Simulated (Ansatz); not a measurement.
Consider Cu3N (space group Pm-3m, No. 221; a = 3.721 Å). Axes: x, y, z lie along the cube axes.

Level of theory: LDA in Ansatz (plane waves to 420 eV, PAW, without spin-orbit coupling).

Strains are applied to the cell and any free atomic positions relax; under biaxial strain the out-of-plane vector relaxes too.

One change was made to it. Results:

```tsv
quantity	base	after
energy relative to the base (free energy F)	0 meV/atom	+5.4 meV/atom
shortest interatomic distance	186.0 pm	185.4 pm
pressure (mean of the normal stresses, compression positive)	0.0 GPa	1.8 GPa
```

Question: Which change produced these results?
A. biaxial strain −2.50 %, plane normal [111], relaxed out of plane
B. biaxial strain −0.50 %, plane normal [111], relaxed out of plane
C. biaxial strain −1.50 %, plane normal [111], relaxed out of plane
D. biaxial strain −2.00 %, plane normal [111], relaxed out of plane

Answer: A, biaxial strain −2.50 %, plane normal [111], relaxed out of plane. For comparison, the energy relative to the base in the other runs: biaxial strain −2.00 %, plane normal [111], relaxed out of plane gives +3.4 meV/atom; biaxial strain −1.50 %, plane normal [111], relaxed out of plane gives +1.9 meV/atom; biaxial strain −0.50 %, plane normal [111], relaxed out of plane gives +0.2 meV/atom.

Whether these cells are dynamically stable was not tested. The final runs are not spin-polarised.

Ansatz is a quantum-chemistry and plane-wave program.
